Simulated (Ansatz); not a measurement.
The parent structure is La2O3 (space group P-3m1, No. 164).

Space group P-3m1 (No. 164); a = b = 3.9061 Å, c = 6.0400 Å, α = β = 90.00°, γ = 120.00°

| atom | site | symmetry | x | y | z |
|---|---|---|---|---|---|
| La | 2d | 3m. | 0.3333 | 0.6667 | 0.2454 |
| O | 1a | -3m. | 0.0000 | 0.0000 | 0.0000 |
| O | 2d | 3m. | 0.6667 | 0.3333 | 0.3540 |

Level of theory: PBEsol in Ansatz (plane waves to 420 eV, PAW, spin-orbit coupling left out).

For the base:

| Quantity | Result |
|---|---|
| Volume per atom | 15.96 Å³ |
| c/a ratio | 1.546 |

It is then changed as follows: cell and atoms relaxed at a pressure of 75 GPa.

### Question
What does the calculation give for the volume per atom, valley order and c/a ratio after the change?

### Answer
The volume per atom drops by 4.43 Å³ to 11.53 Å³; the valley order (the lowest conduction-band minima on the path, energy above the VBM, named in the base's zone) comes out as K (1/3, 1/3, 0) 3.56 eV; Γ 3.60 eV; the c/a ratio decreases by 0.219, from 1.546 to 1.327.

The levels and masses belong to the bands next to the band gap. Load acts through the strain it causes; cell and atoms are relaxed under it. Whether these cells are dynamically stable was not tested. No other phases were tried under pressure.

Ansatz is a quantum-chemistry and plane-wave program.
